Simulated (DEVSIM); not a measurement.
Device: Al0.25Ga0.75As/GaAs p-n heterojunction, at 250 K.

| layer (left to right) | material | thickness (μm) | Nd (cm⁻³) | Na (cm⁻³) | τn (s) | τp (s) |
|---|---|---|---|---|---|---|
| 1 | Al0.25Ga0.75As | 1.70 | - | 9e17 | 1.6e-8 | 1.6e-8 |
| 2 | GaAs | 0.340 | 1.8e16 | - | 1.6e-8 | 1.6e-8 |

Left contact: ohmic. Right contact: ohmic. Voltage is applied to the left contact. Recombination: SRH at mid-gap. Mobility is μmin + (μ − μmin)/(1 + (N/Nref)^α).

This is a model device: material constants are rounded textbook-type values typed into the input, and sizes, dopings and lifetimes were drawn at random. Values at 300 K; Nc and Nv go as T^1.5, mobilities as T to minus their exponent, the gap by Varshni's rule with the affinity fixed.

```
parameter         Al0.25Ga0.75As      GaAs
----------------  --------------  --------
gap (eV)                  1.7357     1.424
affinity (eV)             3.8725      4.07
permittivity               12.19      12.9
Nc (cm⁻³)                 6.5e17    4.7e17
Nv (cm⁻³)                   9e18      9e18
μn (cm²/Vs)                 4375      8500
μp (cm²/Vs)                  221       400
μn,min                       500       500
μp,min                        20        20
Nref,n                      6e16      6e16
Nref,p                    1.5e17    1.5e17
αn                          0.39      0.39
αp                          0.38      0.38
T exponent of μn             2.1       2.1
T exponent of μp             2.2       2.2
Varshni α (eV/K)        0.000541  0.000541
Varshni β (K)                204       204
```

Simulated with DEVSIM: 1D drift-diffusion, Boltzmann statistics, complete ionisation; no tunnelling, impact ionisation, image-force lowering or self-heating. Band offsets follow the typed affinities; no thermionic-emission limit at abrupt steps, no polarisation charge.

### Question
Give the dark forward current.

### Answer

(V (V), J (A/cm²)): (0.05, 6.3e-14); (0.10, 2.5e-13); (0.20, 2.9e-12); (0.25, 9.4e-12); (0.30, 3.1e-11); (0.40, 3.4e-10); (0.45, 1.1e-9); (0.55, 1.2e-8); (0.60, 4.0e-8); (0.65, 1.4e-7); (0.75, 1.7e-6); (0.80, 6.5e-6); (0.85, 3.0e-5); (0.95, 0.0014); (1.00, 0.012); (1.10, 0.97); (1.15, 8.9); (1.20, 76); (1.30, 1800); (1.35, 4000)
